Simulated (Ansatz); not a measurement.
NiAs-type NiSb

The numbers are results of PBEsol+SOC in Ansatz (PAW), not measurements.

Run with plane-wave cutoff 520 eV, 18×18×12 k mesh (along the axes of the cell as run), Fermi–Dirac smearing 0.05 eV, PAW data made under PBE.

Cell: relaxed at this level.

```
Quantity                                           Result
------------------------------------------  -------------
volume per atom                             16.84 Å³/atom
bulk modulus                                      129 GPa
lattice constant a                                3.916 Å
lattice parameter c                               5.071 Å
band gap                                             none
pressure derivative B′ of the bulk modulus            4.9
```

Measured, for comparison: lattice constant a 3.946 Å, lattice parameter c 5.148 Å (temperature not stated, not corrected to a static lattice; as tabulated in Wikipedia's data pages). Computed (rounded) less measured: lattice constant a -0.8 %, lattice parameter c -1.5 %. A static lattice is as a rule a little smaller and stiffer than an uncorrected measurement, which narrows the difference in the lattice constant a, lattice parameter c and would widen misses of the other sign.

Note: the bulk modulus comes from volumes at which shape and atoms were relaxed.

Static lattice: no zero-point or thermal effects.

The result took about 100 core-minutes (a rough figure).

Ansatz is a first-principles code.
